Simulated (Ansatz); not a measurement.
Terminations of the (111)A surface of zinc-blende AlAs (Al plane on top), measured from the surface '2x2 with 3 H on 4 top atoms'. Atoms come from or go to: Al: fcc Al, As: rhombohedral As, H: ½ H2(g), I: ½ I2(g), In: tetragonal indium, Mg: hcp Mg, O: ½ O2(g). ΔE is the energy of forming the row's surface from that one (negative: more stable at these reservoirs); the vacuum level's shift is aligned on the shared bottom. No zero-point or thermal terms. These are constructed structures in small cells; real faces may alloy, dewet or reconstruct in larger ones, and not all known structures of the face are among them. Slabs of about 14 Å with all that they carry, Fermi-Dirac smearing of 0.025 eV. Bottom of the slabs: H caps. Relaxed from the named starts with such symmetry as they have, on meshes of like density; energies extrapolated to zero smearing; no spin-orbit coupling, no U. Spin-polarised runs, if any, are marked in brackets, and their order is one that fits the cell; the others ran without spin. Where a second, spin-polarised start was run, the lower counts. A dash marks a value that is undefined for that row (no clear gap, or no work function of a gapped slab) or was not read reliably on its mesh.

Level of theory: PBE (plane waves to 420 eV, PAW; Ansatz, a first-principles code).

```csv
surface,atoms added per 1x1,ΔE per 1x1 (eV),slab gap (eV),shift of the vacuum level (eV),work function (eV)
"H on every top atom [spin start, no net moment]",+0.25 H,[?],–,0.69,6.67
2x2 with 3 OH on 4 top atoms,+0.75 O,-2.65,1.39,-0.34,–
"I on every top atom [spin start, no net moment]","-0.75 H, +1 I",[?],–,-0.27,5.58
"relaxed from the ideal Al-terminated 1x1 (like top atoms buckled by 0.8 Å) [spin, 1.0 μB a cell]",-0.75 H,0.78,–,-0.77,–
2x2 As adatom at T4 (1 As–As bonds broke),"+0.25 As, -0.75 H",0.31,0.62,-0.43,–
"Al trimer, 2x2 (like top atoms buckled by 1.0 Å)","+0.75 Al, -0.75 H",1.08,0.40,-0.77,–
"2x2 As adatom at T1 (2 Al–As bonds formed) [spin start, no net moment]","+0.25 As, -0.75 H",0.28,0.85,-0.40,–
"2x2 Mg adatom at H3 [spin, 1.0 μB a cell]","-0.75 H, +0.25 Mg",0.69,–,-1.52,–
2x2 In adatom at H3,"-0.75 H, +0.25 In",0.55,[?],-1.25,–
"2x2 O adatom at T4 (3 Al–O bonds formed; 1 As–O bonds broke) [spin, 0.5 μB a cell]","-0.75 H, +0.25 O",-0.01,–,-1.21,3.62
2x2 Al adatom at T4,"+0.25 Al, -0.75 H",0.61,0.46,-0.94,–
2x2 Al adatom at H3,"+0.25 Al, -0.75 H",[?],0.32,-1.24,–
```

**Question.** Fill in the missing entries.

**Answer.** 
- H on every top atom [spin start, no net moment], ΔE per 1x1 (eV): 0.16
- I on every top atom [spin start, no net moment], ΔE per 1x1 (eV): -1.16
- 2x2 In adatom at H3, slab gap (eV): 0.29
- 2x2 Al adatom at H3, ΔE per 1x1 (eV): 0.68
